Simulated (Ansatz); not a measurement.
Given:

End structure of the (111) surface of rutile SnO2 in its 1x1 cell (cut with top plane Sn, bottom plane Sn), relaxed from an ideal cut (the real face may reconstruct), outermost plane spacing 0.91 Å in the ideal cut, with 1 Sn a cell over the bulk's ratio, from a spin-polarised start:

```xyz
31
Lattice="5.8130 0.0000 0.0000 1.8041 5.5260 0.0000 0.0000 0.0000 28.0000" Properties=species:S:1:pos:R:3 pbc="T T T"
Sn     5.9028     4.2823     8.0782
O      2.7409     1.9884     8.9260
O      5.6805     2.4650     9.1992
O      4.1063     4.6350     9.1992
Sn     1.2200     0.8851     9.5221
O      7.1324     5.1743     9.5513
Sn     3.9471     2.8635    10.3524
O      0.9516     0.6904    11.5065
O      3.8445     1.1608    11.6106
O      2.2967     3.2944    11.6106
Sn     6.8679     4.9824    11.6255
O      5.1943     3.7683    11.8688
Sn     2.2292     1.6172    12.8634
O      6.7729     4.9135    13.7123
O      3.8874     5.3952    14.0000
O      6.3353     2.0210    14.0000
Sn     5.1113     3.7081    14.0000
O      3.4497     2.5027    14.2877
Sn     0.3763     0.2730    15.1366
O      5.0284     3.6479    16.1312
O      2.1129     4.1218    16.3894
O      4.5740     0.7294    16.3894
Sn     3.3547     2.4338    16.3745
O      1.6539     1.1999    16.4935
Sn     6.2755     4.5527    17.6476
O      3.0903     2.2419    18.4487
O      6.1163     2.7812    18.8008
O      4.5421     4.9512    18.8008
Sn     1.3855     1.0051    18.4779
O      7.4818     5.4278    19.0740
Sn     4.3198     3.1339    19.9218
```

Model: 31-atom slab, O20Sn11, 11.7 Å thick at the start, 5x5x1 mesh, Fermi-Dirac 0.025 eV, dipole correction, all atoms relaxed; start symmetry kept, larger cells not searched; spin-polarised from one start with parallel moments (other orders not tried), no spin-orbit, no U. The starting moment vanished.

Q: What electron affinity (the ionisation potential less the bulk band gap) does PBE (Ansatz, a first-principles code) give?

A: 5.36 eV

Q: Predict the ionisation potential (bulk valence edge below the top vacuum level) from PBE.

A: 6.04 eV
